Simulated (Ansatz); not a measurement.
Functionals compared on a constructed model of the (100) surface of bcc Fe, ferromagnetic, a pseudomorphic layer of Pt in the host's stacking (bottom of the slab: a bare face, its two planes held), in Ansatz (plane waves, PAW). The structure was relaxed with PBE; the other rows are single points on it. Cutoff 420 eV.

Model: 7-atom slab, 9.0 Å thick at the start (thin: gaps and levels are the slab's own), 13x13x1 mesh, Fermi-Dirac 0.1 eV, dipole correction, 2 atoms held, the rest relaxed; start symmetry kept, larger cells not searched; spin-polarised, ending with about 15.8 μB a cell; orders that need a larger cell were not tried, no spin-orbit, no U. It is one candidate, not shown to be the stable structure of the face. These notes are the PBE run's. RPBE: The program's check for a lower electronic state was not made.

```json
[
 {"functional": "PBE", "work function of the top face (eV)": "5.18", "magnetic moment of the cell (μB)": "15.78", "rough cost of the single point": "–"},
 {"functional": "RPBE", "work function of the top face (eV)": "4.99", "magnetic moment of the cell (μB)": "16.00", "rough cost of the single point": "roughly 2.2 core-minutes"}
]
```

Ansatz is an electronic-structure program.
